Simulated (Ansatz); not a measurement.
By PBEsol, the system below comes out a metal.

Given:

```
CELL_PARAMETERS angstrom
      2.52963     0.00000     0.00000
      0.00000     3.57743     0.00000
      1.26481     1.78872     1.26481
ATOMIC_POSITIONS crystal
  Cu 0.00000 0.00000 0.00000
```

The cell is taken as given; by PBEsol it stands under a pressure of -1.9 GPa.

The current flows along the normal of the first two printed cell vectors, the (110) plane of the conventional cell. No spin-orbit coupling; the value is a mean over 0.1 eV about the Fermi level.

### Question
Predict the ballistic conductance per area from PBEsol run with Ansatz (a quantum-chemistry and plane-wave program).

### Answer
1.2 × 10¹⁵ S/m² for both spins.
